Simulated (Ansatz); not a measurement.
Be₃N₂ (R3m, No. 160, 5 atoms in the cell; start mp-1070456; a measured phase of this formula has another space group), treated with r²SCAN0 (PAW; Ansatz, a first-principles code).

Numerical settings: plane-wave cutoff 520 eV, 10×10×10 k mesh, Fermi–Dirac smearing 0.01 eV, scalar-relativistic PAW data made under PBE.

Cell (relaxed with PBEsol):

```
CELL_PARAMETERS angstrom
      1.41757     0.81843     4.85276
     -1.41757     0.81843     4.85276
      0.00000    -1.63687     4.85276
ATOMIC_POSITIONS crystal
  Be 0.14107 0.14107 0.14107
  Be 0.68236 0.68236 0.68236
  Be 0.91111 0.91111 0.91111
  N  0.79582 0.79582 0.79582
  N  0.29155 0.29155 0.29155
```

**Question.** Give the computed band gap, smallest direct gap on the k points sampled and Γ–Γ gap.

**Answer.** 
band gap: 5.19 eV (on the SCF k mesh) (indirect)
smallest direct gap on the k points sampled: 6.30 eV
Γ–Γ gap: 8.80 eV

Note: cell and atoms aren't relaxed at this level (largest force component 0.03 eV/Å, pressure -3.0 GPa).

The computed numbers hold no vibrational or temperature effects.

A start named mp-… is a Materials Project structure, which need not be a measured phase.
